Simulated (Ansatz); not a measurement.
The starting structures come from a database of crystals and need not be the phases stable at ambient conditions.

 Where the default PAW files enter, the runs use the earlier of Ansatz's two default sets.

Tunnelling through a barrier is set by its complex band structure: the current falls as exp(−2κd) with the smallest κ.

Here is the system:

```yaml
crystal:
  lattice:
    - [4.63327, 0.00000, 0.00000]
    - [0.00000, 7.60243, 0.00000]
    - [2.31663, 0.00000, 4.01253]
  atoms:
    - { symbol: Cd, position: [0.33333, 0.99964, 0.33333] }
    - { symbol: Cd, position: [0.66667, 0.49964, 0.66667] }
    - { symbol: Te, position: [0.33333, 0.62536, 0.33333] }
    - { symbol: Te, position: [0.66667, 0.12536, 0.66667] }
```

Space group of this cell: P6_3mc, wurtzite. The cell is taken as given; by LDA its mean pressure is -2.7 GPa.

Transport runs along the normal of the first two printed cell vectors, the (100) plane of the conventional cell.

No gap correction and no spin-orbit coupling; mid-gap values are interpolated between computed energies.

State the band gap and the smallest decay constant κ at mid-gap according to LDA in Ansatz (a quantum-chemistry and plane-wave program).

Gap 0.44 eV on a 8×4×8 mesh; κ = 0.034 1/Å, at the zone centre.
